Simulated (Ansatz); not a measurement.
The starting structures come from a database of crystals and need not be the phases stable at ambient conditions.

Tunnelling through a barrier is set by its complex band structure: the current falls as exp(−2κd) with the smallest κ.

Given:

```yaml
crystal:
  lattice:
    - [6.25295, 0.00000, 0.00000]
    - [3.12647, 7.91241, 0.00000]
    - [3.12647, -1.23538, 2.87205]
  atoms:
    - { symbol: Ba, position: [0.20818, 0.79182, 0.29182] }
    - { symbol: Ba, position: [0.29182, 0.20818, 0.70818] }
    - { symbol: H, position: [0.50000, 0.00000, 0.00000] }
    - { symbol: H, position: [0.00000, 0.00000, 0.00000] }
    - { symbol: Cl, position: [0.84635, 0.65365, 0.15365] }
    - { symbol: Cl, position: [0.65365, 0.34635, 0.84635] }
```

Space group of this cell: P4/nmm. The cell is taken as given.

Transport runs along the normal of the first two printed cell vectors, the (111) plane of the conventional cell.

No gap correction and no spin-orbit coupling; mid-gap values are interpolated between computed energies.

Q: Estimate the band gap and the smallest decay constant κ at mid-gap that Ansatz (a program for electronic structure) with r2SCAN returns for this system.

A: Gap 3.82 eV on a 10×10×10 mesh; κ = 0.403 1/Å, at (0.000, 0.500) of the in-plane reciprocal vectors. At the zone centre, at the nearest computed energy, the slowest state has κ = 0.46 1/Å.
